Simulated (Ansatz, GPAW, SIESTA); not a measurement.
Mg₆NbCu (Amm2, 8 atoms in the cell) computed with different codes at matched settings

Self-consistent single point.

```yaml
crystal:
  lattice:
    - [4.83661, 0.00000, 0.00000]
    - [0.00000, 3.02627, 5.40426]
    - [0.00000, -3.02627, 5.40426]
  atoms:
    - { symbol: Mg, position: [0.00000, 0.82678, 0.34426] }
    - { symbol: Mg, position: [0.00000, 0.34426, 0.82678] }
    - { symbol: Mg, position: [0.00000, 0.33062, 0.33062] }
    - { symbol: Mg, position: [0.50000, 0.67603, 0.16119] }
    - { symbol: Mg, position: [0.50000, 0.16119, 0.67603] }
    - { symbol: Mg, position: [0.50000, 0.16687, 0.16687] }
    - { symbol: Nb, position: [0.50000, 0.67796, 0.67796] }
    - { symbol: Cu, position: [0.00000, 0.81630, 0.81630] }
```

Shared settings, as Ansatz (a program for electronic structure) writes them: kpoints.mp_grid.grid = 3 3 3; scf.occupations.method = fermi_dirac; scf.occupations.width = 0.05 eV. Potentials and cutoffs stand in the table.

```csv
code,model,pressure (GPa),largest force (eV/Å),cutoff
Ansatz,"PBEsol, PAW files made with PBE",-1.45,0.202,420 eV
GPAW,"PBEsol, GPAW PAW datasets PBEsol (made by gpaw-setup)",-1.43,0.192,800 eV
SIESTA,"GGA PBEsol, numerical atomic orbitals TZP, PseudoDojo PBEsol standard norm-conserving potentials (rewritten from UPF to PSML)",-0.71,0.104,grid 350 Ry
```

Size of the force on each atom (eV/Å): Sizes of forces hide their directions.

```csv
code,Mg1,Mg2,Mg3,Mg4,Mg5,Mg6,Nb7,Cu8
Ansatz,0.141,0.141,0.072,0.062,0.062,0.045,0.001,0.202
GPAW,0.143,0.143,0.073,0.061,0.061,0.045,0.020,0.192
SIESTA,0.030,0.030,0.068,0.042,0.042,0.104,0.048,0.028
```

On Ansatz's run: spin polarisation is off.

The spread over the programs that give each value: pressure within 0.74 GPa; largest force within 0.098 eV/Å.

SIESTA uses small atom-centred bases, whose incompleteness enters pressures, forces and empty levels differently from a plane-wave cutoff. Ansatz's pressure is given at a fixed set of plane waves, as the other plane-wave codes print theirs. In the force vectors, SIESTA (by 0.169) lies more than 0.08 eV/Å from the median of the plane-wave programs.

The shared mesh is coarse (it stands for a supercell whose shortest vector is 15 Å), so the values are not converged in it.

The starting cell comes from a database of computed structures (which also holds hypothetical and non-ambient phases and stackings), without a prior relaxation at this level.

Left out of this page: ABINIT (with a known weakness of the program); CP2K (unsound by tests on forces, stress, charge or solver warnings); Elk (not drawn, or without a comparable value).

Keys are those of Ansatz 0.2.
